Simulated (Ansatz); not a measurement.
Defect migration in crystalline InGaZnO4 (ordered Ga and Zn layers): interstitial Li, charge state +1. The step: several atoms move together, Li the farthest; the atom moves 1.93 Å along (0.33, -0.33, 0.00) of the unit cell; the moving atom starts with neighbours 3 O at 1.99; 3 Zn at 2.44 Å and ends with O at 1.80, 2 O at 1.97, O at 1.97 Å. DFT values are from Ansatz (plane-wave PAW, 420 eV unless said) in a cell of 189 host sites, spin-restricted, static, with no finite-size correction. The charge state is imposed; whether it is stable for some Fermi level was not computed. Sites that were not tried may lie lower. For the PBE band: the saddle point's order was not checked, and it lies on a symmetry element of the cell, where a band can be held.

```
Level                                                                      Forward barrier (eV)  Cost of the band or of the saddle's single point
-------------------------------------------------------------------------  --------------------  ------------------------------------------------
CHGNet universal potential (has no charge state), its own band                             0.28                                                 -
PBE, one k-point at (0.167, 0.250, 0.250), band relaxed                                    0.32                         very roughly 5 core-hours
PBE, a 2×2×2 k-point mesh shifted by half a step along c, same geometries                  0.31                    around 60 core-minutes (rough)
r2SCAN at 500 eV, one k-point at (0.167, 0.250, 0.250), same geometries                    0.31                           roughly 25 core-minutes
```

Ansatz is an electronic-structure program.
